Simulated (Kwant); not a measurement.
Device: zigzag graphene ribbon with Kane-Mele spin-orbit coupling. 18 zigzag chains, bond 0.142 nm, hopping 2.7 eV, scattering region 9 nm long; sites with one neighbour are removed; energy swept from -3.17 to 3.17 eV from the neutrality point. Staggered potential ±Δ on the two sublattices, Δ = 1.3 eV. Second-neighbour term iλ/(3√3) ν σz with λ = 0.8 eV, Rashba hopping 0 eV, exchange ±0 eV σz in the scattering region alone; these strengths are model values, not the material's.

Constants are typed, rounded textbook-type inputs, not results; the design itself was drawn at random and stands for no fabricated device.

Kwant, nearest-neighbour tight-binding model of a honeycomb sheet with an imaginary second-neighbour term, both spins, coherent transport at 0 K. Conductance is in e²/h.

Task: Is the sheet in its topological phase, how wide is its bulk gap, and what conductance is due inside it?

Result: At the two valleys the masses are λ ± Δ = 2.10 and -0.500 eV; the bulk gap is 2|λ − Δ| = 1.00 eV. λ < Δ, so the phase is trivial, and the gap gives G = 0. Simulated at 0.211 eV: 0 e²/h.
